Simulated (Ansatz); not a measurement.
**Nb3Sn, pressure series**

The parent structure is Nb$_{3}$Sn in the A15 (Cr3Si type) structure (space group Pm-3n, No. 223).

```xyz
8
Lattice="5.3193 0.0000 0.0000 0.0000 5.3193 0.0000 0.0000 0.0000 5.3193" Properties=species:S:1:pos:R:3 pbc="T T T"
Nb     1.3298     0.0000     2.6597
Nb     3.9895     0.0000     2.6597
Nb     0.0000     2.6597     1.3298
Nb     0.0000     2.6597     3.9895
Nb     2.6597     1.3298     0.0000
Nb     2.6597     3.9895     0.0000
Sn     0.0000     0.0000     0.0000
Sn     2.6597     2.6597     2.6597
```

Cell and atoms are relaxed at each pressure.

Calculations: PBE/PAW in Ansatz (a first-principles code), no spin-orbit coupling.

| pressure (GPa) | volume per atom (Å³/atom) |
|---|---|
| -2 | 19.055 |
| -1 | 18.932 |
| 0 | 18.814 |
| 0.3 | 18.779 |
| 0.7 | 18.734 |
| 1.5 | 18.645 |
| 3 | 18.480 |
| 5 | ? |
| 10 | 17.804 |

Task: Fit the third-order Birch–Murnaghan form P(V) = (3B₀/2)[(V₀/V)^(7/3) − (V₀/V)^(5/3)]·[1 + (3/4)(B₀′ − 4)((V₀/V)^(2/3) − 1)] (squares taken in P) to the rows shown and predict the withheld row.

Result: Least squares on the printed values gives V₀ = 18.814 Å³/atom, B₀ = 162 GPa, B₀′ = 4.1; this predicts 18.274 Å³/atom, and the run gives 18.274 Å³/atom, in agreement.

Measured bulk modulus of Nb3Sn: 165 GPa (0 K or low temperature; as listed in Z. W. Lu, Barry M. Klein, Physical Review Letters (1997)); the computed value is 2 % below it.

Load acts through the strain it causes; cell and atoms are relaxed under it. No phonon test of stability was made. Competing high-pressure phases were not computed. All final runs are without spin polarisation.
